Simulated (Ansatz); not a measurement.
Structures of equal composition on the (100) surface of rock-salt TiC: a layer of Ru, one atom over each C; a layer of Ru, one atom over each Ti. The slabs share one bottom face, and each structure is named by its start. These are constructed structures in small cells; real faces may alloy, dewet or reconstruct in larger ones, and not all known structures of the face are among them. Slabs of about 13 Å, Fermi-Dirac smearing of 0.1 eV. Bottom of the slabs: a bare face, its two planes held. Relaxed from the named starts with such symmetry as they have, on meshes of like density; energies extrapolated to zero smearing; spin only where a row says so; no spin-orbit coupling, no U. Brackets mark spin-polarised runs, whose order is one that fits the cell.

Method: PBE (plane waves to 420 eV, PAW; Ansatz, an electronic-structure program).

Put the candidates in order of energy per 1x1 cell, lowest first, for PBE.

a layer of Ru, one atom over each C (0.000 eV), a layer of Ru, one atom over each Ti (2.435 eV)
